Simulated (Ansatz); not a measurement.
System: AlN (Fm-3m, No. 225, 2 atoms in the cell; start mp-1330; high-pressure phase). Method: HSE06 in Ansatz (PAW).

Run with plane-wave cutoff 460 eV, 10×10×10 k mesh, Fermi–Dirac smearing 0.01 eV, scalar-relativistic PAW data made under PBE.

The cell is the one relaxed with PBEsol. Conventional cell: a = 4.0445 Å, b = 4.0445 Å, c = 4.0445 Å, α = 90.00°, β = 90.00°, γ = 90.00°.

```
AlN
1.0
    0.00000     2.02227     2.02227
    2.02227     0.00000     2.02227
    2.02227     2.02227     0.00000
Al N
1 1
Direct
  0.50000   0.50000   0.50000
  0.00000   0.00000   0.00000
```

Q: List the 5 lowest band energies at Γ above −25 eV (eV, relative to the valence band maximum), grouping those that round alike.

A: At Γ: -19.17, 0.00 (×3), 7.19.

Note: the run warned that its exchange threshold was loose for the stress; cell and atoms aren't relaxed at this level (pressure -3.1 GPa).

A start named mp-… is a Materials Project structure, which need not be a measured phase.

Ansatz is an electronic-structure program.
